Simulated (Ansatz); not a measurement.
# Effect of biaxial strain +2.50 %, plane normal [001], relaxed out of plane on Mg2Ge

Take Mg2Ge in the anti-fluorite structure (space group Fm-3m, No. 225; a = 6.286 Å) as the base. Axes: x, y, z lie along the cube axes.

One thing is altered: biaxial strain +2.50 %, plane normal [001], relaxed out of plane (Cartesian); in-plane vectors clamped, the third vector and the atoms free.

Level of theory: LDA/PAW in Ansatz (a quantum-chemistry and plane-wave program), no spin-orbit coupling. Settings: 13×13×13 k-points, 0.05 eV Fermi–Dirac smearing.

The volume per atom rises by 0.833 Å³ (20.70 Å³ → 21.54 Å³) and the shortest interatomic distance goes up by 0.037 Å, from 2.722 Å to 2.759 Å. The energy rises by 10 meV/atom and the pressure (mean of the normal stresses, compression positive) goes from zero to -2.0 GPa. The band gap becomes zero (base: 0.10 eV) and the out-of-plane strain is -0.99 % (rough). The mean in-plane stress (compression positive) is -3.0 GPa (rough).

Final structure (turned so that z lies along the plane normal):

```
CELL_PARAMETERS angstrom
      4.55635     0.00000     0.00000
      0.00000     4.55635     0.00000
      2.27818    -2.27818     3.11223
ATOMIC_POSITIONS crystal
  Mg 0.75000 0.75000 0.50000
  Mg 0.25000 0.25000 0.50000
  Ge 0.00000 0.00000 0.00000
```

Cost of the whole job for the changed cell (relaxation, final SCF and bands): very roughly 30 core-seconds.

Without a gap, meshes like the base's 13×13×13 leave anisotropic stresses uncertain by several tenths of a GPa, and small strain energies with them. Stability against distortions was not tested. All final runs are without spin polarisation. A zero or small gap of Mg2Ge can be the functional's error rather than a property of the material.
